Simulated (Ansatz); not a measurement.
Start from Os in the hcp (Mg type) structure (space group P6_3/mmc, No. 194; relaxed with 0.1 eV smearing).

```
CELL_PARAMETERS angstrom
      2.72903     0.00000     0.00000
     -1.36451     2.36341     0.00000
      0.00000     0.00000     4.30906
ATOMIC_POSITIONS crystal
  Os 0.66667 0.33333 0.75000
  Os 0.33333 0.66667 0.25000
```

Cartesian axes are those of the cell as printed.

Method: PBEsol/PAW in Ansatz (an electronic-structure program), scalar-relativistic without spin-orbit coupling.

For the base:

```
Item                             Value
-----------------------------  -------
Shortest interatomic distance  2.669 Å
Band gap                          zero
```

One thing is altered: the cell is stretched by 3.00 % along z with no lateral relaxation, atoms relaxed at fixed cell.

Task: What does the calculation give for the stress after the change?

Result: The stress (xx, yy, zz, yz, xz, xy; compression positive) amounts to (-6.3, -6.3, -23.5, 0.0, 0.0, 0.0) GPa.

Task: What happens to the shortest interatomic distance?

Result: The shortest interatomic distance increases by 0.0524 Å (2.669 Å → 2.722 Å).

Task: What does the calculation give for the energy relative to the base after the change?

Result: The energy grows by 32 meV/atom.

Task: What happens to the band gap?

Result: The band gap is still zero.

The cells carry an imposed strain or load. Stability against distortions was not tested. The final runs are not spin-polarised.
